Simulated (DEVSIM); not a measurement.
Device: Ni/SiO2/p-GaSb capacitor, at 450 K.

Layer 1 from the left is SiO2, thickness (nm) 60.0. Layer 2 from the left is GaSb, thickness (nm) 600, Na (cm⁻³) 1e18.

Metal gate on the left, work function 5.1 eV. Fixed charge at the semiconductor interface 5.3e10 cm⁻² (in units of +e); no interface traps.

This is a model device: material constants are rounded textbook-type values typed into the input, and sizes, dopings and lifetimes were drawn at random. Values at 300 K; Nc and Nv go as T^1.5, mobilities as T to minus their exponent, the gap by Varshni's rule with the affinity fixed.

SiO2: gap (eV) 9, affinity (eV) 0.9, permittivity 3.9. GaSb: gap (eV) 0.726, affinity (eV) 4.06, permittivity 15.7, Nc (cm⁻³) 2.1e17, Nv (cm⁻³) 1.8e19, Varshni α (eV/K) 0.00042, Varshni β (K) 140.

Model (solved in DEVSIM): 1D Poisson equation in equilibrium, Boltzmann statistics, complete ionisation; no quantum confinement or tunnelling. Metal contacts follow the ideal Schottky-Mott rule: no Fermi-level pinning, no interface dipoles.

### Question
What does the simulation give for the flat-band voltage, the minimum of the low-frequency capacitance?

### Answer
flat-band voltage 0.36 V; minimum of the low-frequency capacitance 0.0521 μF/cm².
